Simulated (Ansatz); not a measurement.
## Variants of one calculation on Rb₂LiMoF₆ (Fm-3m, 10 atoms in the cell)

```
Rb2LiMoF6
1.0
    0.00000     4.25075     4.25075
    4.25075     0.00000     4.25075
    4.25075     4.25075     0.00000
Rb Li Mo F
2 1 1 6
Direct
  0.75000   0.75000   0.75000
  0.25000   0.25000   0.25000
  0.50000   0.50000   0.50000
  0.00000   0.00000   0.00000
  0.75444   0.24556   0.24556
  0.24556   0.75444   0.75444
  0.24556   0.75444   0.24556
  0.75444   0.24556   0.75444
  0.24556   0.24556   0.75444
  0.75444   0.75444   0.24556
```
Moments meant for the start (each program seeds them in its own way; μB, in the order of the atoms Rb Rb Li Mo F F F F F F): 0.0 0.0 0.0 2.0 0.0 0.0 0.0 0.0 0.0 0.0.

Base run A: LDA (PW92), default PAW files made with PBE (Ansatz, an electronic-structure program), self-consistent single point.

Its settings: basis.ecutwfc = 420 eV; kpoints.mp_grid.grid = 4 4 4; hamiltonian.xc = lda; hamiltonian.pseudopotentials = {kind: paw} (the program's default PAW files); magnetization.spin_polarized = true; scf.occupations.method = gaussian; scf.occupations.width = 0.01 eV.

The starting cell comes from a database of computed structures (which also holds hypothetical and non-ambient phases and stackings), without a prior relaxation at this level. With one magnetic atom in the cell only a parallel order is possible. In the base run, with a pressure of about -8 GPa the cell is away from its equilibrium volume at this level. Ansatz's pressure includes its estimate of the finite-basis (Pulay) stress.

ΔF is the free energy per atom less that of run A. A dash stands where there is no value to compare (another energy zero or no entropy term, no result, no spin, no clean gap, or a mesh too coarse for one). Absolute energies have different zeros for different potentials, functionals, Hubbard and dispersion terms and are not compared across them.

Run A gave: pressure (GPa) -7.63; largest force (eV/Å) 0.564; gap on the mesh (eV) 1.509; size of the net moment (μB/atom) 0.30; valence electrons 77.

Runs:
- B: scf.occupations.width: 0.01 eV → 0.5 eV
- C: 1 x 1 x 2 supercell, mesh divided to match; kpoints.mp_grid.grid: 4 4 4 → 4 4 2
- D: scf.convergence.dr2_threshold: default (1e-07 eV) → 1e-08 eV
- E: hamiltonian.xc: lda → rpbe [RPBE]
- F: scf.mixing.algorithm: default (the program chose MSR1) → anderson; scf.mixing.beta: default → 0.1
- G: scf.mixing.algorithm: default (the program chose MSR1) → msr1; scf.mixing.ndim: default → 12
- H: scf.mixing.algorithm: default (the program chose MSR1) → broyden; scf.mixing.beta_mag: default → 0.2

Task: What does run E change against A?

Result: The pressure goes from -7.63 to 2.81 GPa, the largest force goes from 0.564 to 0.027 eV/Å, the gap on the mesh goes from 1.509 to 2.249 eV and the size of the net moment stays at 0.30 μB/atom.

| run | ΔF (meV/atom) | pressure (GPa) | largest force (eV/Å) | gap on the mesh (eV) | size of the net moment (μB/atom) | valence electrons |
|---|---|---|---|---|---|---|
| A | 0.00 | -7.63 | 0.564 | 1.509 | 0.30 | 77 |
| B | -0.64 | -7.65 | 0.566 | – | 0.29 | 77 |
| C | 0.00 | -7.63 | 0.564 | 1.509 | 0.30 | 154 |
| D | 0.00 | -7.63 | 0.564 | 1.509 | 0.30 | 77 |
| E | – | 2.81 | 0.027 | 2.249 | 0.30 | 77 |
| F | 0.00 | -7.63 | 0.564 | 1.509 | 0.30 | 77 |
| G | 0.00 | -7.63 | 0.564 | 1.509 | 0.30 | 77 |
| H | 0.00 | -7.63 | 0.564 | 1.509 | 0.30 | 77 |

Keys are those of Ansatz 0.2.
